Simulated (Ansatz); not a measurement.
Take FeNi3 in the Cu3Au type structure (space group Pm-3m, No. 221; ferromagnetic; relaxed with 0.1 eV smearing) as the base.

```
FeNi3
1.0
    3.51430     0.00000     0.00000
    0.00000     3.51430     0.00000
    0.00000     0.00000     3.51430
Ni Fe
3 1
Direct
  0.00000   0.50000   0.50000
  0.50000   0.50000   0.00000
  0.50000   0.00000   0.50000
  0.00000   0.00000   0.00000
```

Cartesian axes are those of the cell as printed.

The values are results of plane-wave PAW DFT at the r2SCAN level (Ansatz, a program for electronic structure, 500 eV), scalar-relativistic without spin-orbit coupling, not measurements.

Strains are applied to the cell and any free atomic positions relax; under biaxial strain the out-of-plane vector relaxes too.

One change was made to it. Results:

```tsv
quantity	base	after
pressure	0.0 GPa	16.0 GPa
energy relative to the base (free energy F)	0 meV/atom	+32 meV/atom
largest site moment	3.18 μB	3.09 μB
magnetic state	ferromagnetic	ferromagnetic
```

Q: Which of these changes matches the shifts?
A. isotropic strain −3.48 %
B. strain tensor (xx, yy, zz, yz, xz, xy) = (+0.42, +1.01, +0.14, −0.40, +0.42, +0.51) %
C. isotropic strain −2.15 %
D. biaxial strain +1.22 %, plane normal [111], relaxed out of plane
E. biaxial strain −1.63 %, plane normal [001], relaxed out of plane

A: C, isotropic strain −2.15 %. For comparison, the energy relative to the base in the other runs: strain tensor (xx, yy, zz, yz, xz, xy) = (+0.42, +1.01, +0.14, −0.40, +0.42, +0.51) % gives +3.0 meV/atom; biaxial strain +1.22 %, plane normal [111], relaxed out of plane gives +4.4 meV/atom; biaxial strain −1.63 %, plane normal [001], relaxed out of plane gives +5.4 meV/atom; isotropic strain −3.48 % gives +89 meV/atom.

The magnetic state is the one reached from the starting moments; the real material's order can differ, and small cells can't hold many antiferromagnetic ones. Whether these cells are dynamically stable was not tested.
